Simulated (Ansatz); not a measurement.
## How far to go with the plane-wave cutoff: Au (Fm-3m, 1 atom in the cell)

```
CELL_PARAMETERS angstrom
      0.00000     2.03388     2.03388
      2.03388     0.00000     2.03388
      2.03388     2.03388     0.00000
ATOMIC_POSITIONS crystal
  Au 0.00000 0.00000 0.00000
```

Method of the run: PBEsol, PAW files made with PBE (plane waves; Ansatz, an electronic-structure program).

Base settings: basis.ecutwfc = 420 eV; kpoints.mp_grid.grid = 14 14 14; hamiltonian.xc = pbesol; hamiltonian.pseudopotentials = {kind: paw} (the program's default PAW files); scf.occupations.method = fermi_dirac; scf.occupations.width = 0.1 eV.

The second cell is the first with its lattice scaled by 0.98.

The mesh stays at the base's, so the ladder's end is converged at best in this setting alone.

The first pressure column holds Ansatz's estimate of the finite-basis (Pulay) stress, which hides part of the cutoff error; the other is without it.

Only quantities that move along the ladder and can be compared are tabulated.

The count of work is k-points × plane waves × bands × iterations; it is no time. 

The starting cell has typed, rounded lattice constants, without a prior relaxation at this level. Its lattice was rescaled by up to half a per cent.

| basis.ecutwfc | free energy less the last step's (meV/atom) | energy of the compressed cell less the first (meV/atom) | pressure (GPa) | pressure without the Pulay estimate (GPa) | count of work / last |
|---|---|---|---|---|---|
| 145 eV | 54001.95 | 18.13 | -34.88 | -1645.49 | 0.055 |
| 170 eV | 24433.47 | -231.00 | -58.36 | -910.46 | 0.061 |
| 190 eV | 12531.24 | -62.63 | -5.10 | -539.52 | 0.11 |
| 210 eV | 5926.85 | 84.75 | 13.89 | -296.63 | 0.11 |
| 230 eV | 2555.78 | 154.10 | 14.65 | -150.86 | 0.11 |
| 250 eV | 1041.34 | 64.13 | 4.01 | -72.17 | 0.14 |
| 295 eV | 102.72 | 51.31 | 1.84 | -8.98 | 0.15 |
| 335 eV | 9.27 | 50.93 | 1.93 | 0.72 | 0.21 |
| 380 eV | 1.58 | 51.60 | 2.05 | 2.00 | 0.23 |
| 420 eV | 0.96 | 51.50 | 2.03 | 1.98 | 0.27 |
| 460 eV | 0.35 | 51.42 | 2.02 | 1.99 | 0.27 |
| 505 eV | 0.20 | 51.39 | 2.01 | 2.01 | 0.33 |
| 565 eV | 0.14 | 51.38 | 2.01 | 2.01 | 0.43 |
| 630 eV | 0.08 | 51.37 | 2.01 | 2.01 | 0.49 |
| 735 eV | 0.07 | 51.37 | 2.01 | 2.01 | 0.60 |
| 840 eV | 0.03 | 51.37 | 2.01 | 2.01 | 0.76 |
| 1010 eV | 0.00 | 51.37 | 2.01 | 2.01 | 1.0 |

Coarsest basis.ecutwfc that holds the free energy within 2 meV/atom of the last step, with all finer ones: 380 eV, at 0.23 of the last step's count of work; the step before is off by 9.3 meV/atom.

Coarsest basis.ecutwfc that holds the energy of the compressed cell less the first within 0.5 meV/atom of the last step, with all finer ones: 295 eV, at 0.15 of the last step's count of work; the step before is off by 13 meV/atom.

Coarsest basis.ecutwfc that holds the pressure without the Pulay estimate within 0.5 GPa of the last step, with all finer ones: 380 eV, at 0.23 of the last step's count of work; the step before is off by 1.3 GPa.

The energy difference between the two cells stays within 1 meV/atom of the last step's from 295 eV on, the total only from 420 eV on: much of the error is common to both cells and cancels.

At the lowest cutoff the pressure without the Pulay estimate lies 1650 GPa under the last step's, the usual sign of Pulay stress in an incomplete plane-wave basis.

Keys are those of Ansatz 0.2.
